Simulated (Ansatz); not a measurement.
Crystal: WO₃ (P4/nmm, not sure to be the ambient phase, 8 atoms a cell, 14.0 Å³ an atom, -2 GPa at this level); planes in its conventional cell.

All values below come from PBEsol (plane waves, PAW; Ansatz, a program for electronic structure).

No gap correction and no spin-orbit coupling; mid-gap values are interpolated between computed energies.

| plane | area of the cell (Å²) | mid-gap κ (1/Å) | largest κ in the gap (1/Å) |
|---|---|---|---|
| (111) | 41.1 | 0.14 | 0.17 |
| (100) | 21.0 | [?] | [?] |
| (110) | 29.7 | [?] | [?] |

**Question.** The slowest decay depends on the direction. Supply the withheld values.

**Answer.** 
- (100), mid-gap κ (1/Å): 0.10
- (100), largest κ in the gap (1/Å): 0.12
- (110), mid-gap κ (1/Å): 0.10
- (110), largest κ in the gap (1/Å): 0.12
